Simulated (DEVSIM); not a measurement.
Device: Schottky contact on n-type GaN, at 400 K.

```tsv
layer (left to right)	material	thickness (μm)	Nd (cm⁻³)	τn (s)	τp (s)
1	GaN	6.00	7.7e15	2e-9	2e-9
2	GaN	4.10	1e18	2e-9	2e-9
```

Left contact: Schottky, work function 5.85 eV, emission velocity 5.9e6 cm/s. Right contact: ohmic. Voltage is applied to the left contact. Recombination: SRH at mid-gap, radiative. Mobility is μmin + (μ − μmin)/(1 + (N/Nref)^α).

Constants are typed, rounded textbook-type inputs, not results; the design itself was drawn at random and stands for no fabricated device. Values at 300 K; Nc and Nv go as T^1.5, mobilities as T to minus their exponent, the gap by Varshni's rule with the affinity fixed.

| parameter | GaN |
|---|---|
| gap (eV) | 3.43 |
| affinity (eV) | 4.1 |
| permittivity | 9.5 |
| Nc (cm⁻³) | 2.3e18 |
| Nv (cm⁻³) | 4.6e19 |
| μn (cm²/Vs) | 1200 |
| μp (cm²/Vs) | 100 |
| μn,min | 55 |
| μp,min | 3 |
| Nref,n | 2e17 |
| Nref,p | 3e17 |
| αn | 1 |
| αp | 2 |
| T exponent of μn | 1.5 |
| T exponent of μp | 2 |
| B (cm³/s) | 1e-11 |
| Varshni α (eV/K) | 0.00091 |
| Varshni β (K) | 830 |

DEVSIM, 1D drift-diffusion, Boltzmann statistics, complete ionisation; no tunnelling, impact ionisation, image-force lowering or self-heating. Metal contacts follow the ideal Schottky-Mott rule: no Fermi-level pinning, no interface dipoles.

The doping Nd of layer 1 was swept, all else fixed.

```
doping Nd of layer 1 (cm^-3)  dark forward voltage at 1 A/cm² (V)
----------------------------  -----------------------------------
2.3e14                                                      1.299
7.7e14                                                      1.267
2.3e15                                                      1.251
7.7e15                                                      1.242
2.3e16                                                      1.238
7.7e16                                                      1.236
2.3e17                                                      1.235
```

From the first row to the last the dark forward voltage at 1 A/cm² goes from 1.299 to 1.235.
